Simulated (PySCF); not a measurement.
PySCF 2.14.0, MP2 (frozen core)/cc-pvdz: N[C@@H]([SiH3])[SiH2]CC[SiH3], 22 atoms. The geometry is a generated start, not checked to be a minimum at this level.

```
Item                                                  Result
-------------------------------  ---------------------------
task                                                     mp2
basis                                                cc-pvdz
two-electron scheme              exact four-centre integrals
frozen core                                             true
mf.init_guess                                minao (default)
mf.DIIS                                      CDIIS (default)
mf.diis_space                                    8 (default)
mf.conv_tol                                  1e-09 (default)
basis functions (reference run)                          185
```

On 4 threads, 1 BLAS thread. Build: conda-forge: OpenMP (GNU), OpenBLAS with its own threads, libcint, Libxc. Each setting ran once; only counts and results are compared.

Values of mol.max_memory tried: 8000 MB, 4000 MB, 2000 MB, 1000 MB, 500 MB, 300 MB, 200 MB.

### Question
What happens as the memory setting falls?

### Answer
It runs down to 200 MB, the lowest tried, with the same result. At 8000 MB: SCF integrals in memory, transformation in memory. From 1000 MB down: direct SCF, transformation through a file.

```json
[
 {"mol.max_memory": "8000 MB", "path": "SCF integrals in memory, transformation in memory", "peak memory": "1.7 GiB"},
 {"mol.max_memory": "4000 MB", "path": "SCF integrals in memory, transformation in memory", "peak memory": "1.7 GiB"},
 {"mol.max_memory": "2000 MB", "path": "SCF integrals in memory, transformation in memory", "peak memory": "1.7 GiB"},
 {"mol.max_memory": "1000 MB", "path": "direct SCF, transformation through a file", "peak memory": "1.2 GiB"},
 {"mol.max_memory": "500 MB", "path": "direct SCF, transformation through a file", "peak memory": "1.2 GiB"},
 {"mol.max_memory": "300 MB", "path": "direct SCF, transformation through a file", "peak memory": "1.2 GiB"},
 {"mol.max_memory": "200 MB", "path": "direct SCF, transformation through a file", "peak memory": "1.2 GiB"}
]
```

Peak memory is the kernel's count for the largest process, libraries included and scratch files not. The peak passes the setting at 1000 MB, 500 MB, 300 MB, 200 MB: it is no hard cap. MP2's transformation through a file may take 2000 MB even at lower settings.
